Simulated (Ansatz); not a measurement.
# Parameter sweep on a (100) slab of SiOs3 (cut from a parent of space group no. 223; 16 atoms in the cell)

```yaml
crystal:
  lattice:
    - [4.88320, 0.00000, 0.00000]
    - [0.00000, 4.88320, 0.00000]
    - [0.00000, 0.00000, 18.54560]
  atoms:
    - { symbol: Si, position: [0.00000, 0.00000, 0.46709] }
    - { symbol: Si, position: [0.50000, 0.50000, 0.33543] }
    - { symbol: Si, position: [0.00000, 0.00000, 0.73039] }
    - { symbol: Si, position: [0.50000, 0.50000, 0.59874] }
    - { symbol: Os, position: [0.00000, 0.50000, 0.26961] }
    - { symbol: Os, position: [0.00000, 0.50000, 0.40126] }
    - { symbol: Os, position: [0.50000, 0.25000, 0.46709] }
    - { symbol: Os, position: [0.50000, 0.75000, 0.46709] }
    - { symbol: Os, position: [0.25000, 0.00000, 0.33543] }
    - { symbol: Os, position: [0.75000, 0.00000, 0.33543] }
    - { symbol: Os, position: [0.00000, 0.50000, 0.53291] }
    - { symbol: Os, position: [0.00000, 0.50000, 0.66457] }
    - { symbol: Os, position: [0.50000, 0.25000, 0.73039] }
    - { symbol: Os, position: [0.50000, 0.75000, 0.73039] }
    - { symbol: Os, position: [0.25000, 0.00000, 0.59874] }
    - { symbol: Os, position: [0.75000, 0.00000, 0.59874] }
```

Base run A: PBE (Ansatz, a program for electronic structure), self-consistent single point.

Its settings: basis.ecutwfc = 420 eV; kpoints.mp_grid.grid = 3 3 1; hamiltonian.xc = pbe; hamiltonian.pseudopotentials = {kind: paw} (the program's default PAW files); scf.occupations.method = cold; scf.occupations.width = 0.1 eV.

The starting cell was generated: these elements placed on a structure prototype, without a prior relaxation; it need not be a known phase or ordering of this composition. The slab is cut from that crystal, and its faces are unrelaxed. Spin polarisation is off. The two faces of this cut differ, and no dipole correction was used. In the base run, forces exceed 1 eV/Å. Without a gap this mesh is coarse (it stands for a supercell whose shortest in-plane vector is 15 Å).

Runs:
- B: hamiltonian.xc: pbe → lda [LDA (PW92)]
- C: hamiltonian.xc: pbe → pbesol [PBEsol]
- D: hamiltonian.xc: pbe → rpbe [RPBE]
- E: hamiltonian.xc: pbe → revpbe [revPBE]
- F: hamiltonian.xc: pbe → blyp [BLYP]
- G: basis.ecutwfc: 420 eV → 500 eV; hamiltonian.xc: pbe → r2scan [r2SCAN]

Question: What does run F change against A?

Answer: The largest force goes from 3.562 to 3.865 eV/Å.

Question: What does run C change against A?

Answer: The largest force goes from 3.562 to 3.273 eV/Å.

Question: What does run E change against A?

Answer: The largest force goes from 3.562 to 3.637 eV/Å.

```tsv
run	largest force (eV/Å)
A	3.562
B	3.215
C	3.273
D	3.667
E	3.637
F	3.865
G	3.442
```

Keys are those of Ansatz 0.2.
